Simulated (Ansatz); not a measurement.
Take SiS₂ (space group I-42d, No. 122; a = 5.556 Å, c = 8.694 Å) as the base. Axes: x, y, z lie along a, b, c of the conventional cell.

Method: r2SCAN (Ansatz, a program for electronic structure, PAW, spin-orbit coupling left out), earlier PAW set.

For the base:

Pressure: 0.00 GPa

Now apply this change: biaxial strain −1.06 %, plane normal [001], relaxed out of plane (Cartesian); in-plane vectors clamped, the third vector and the atoms free.

**Question.** How does this affect the pressure?

**Answer.** The pressure (mean of the normal stresses, compression positive) goes from zero to 0.18 GPa.

**Question.** What happens to the out-of-plane strain?

**Answer.** The out-of-plane strain amounts to +1.15 %.

Whether these cells are dynamically stable was not tested.
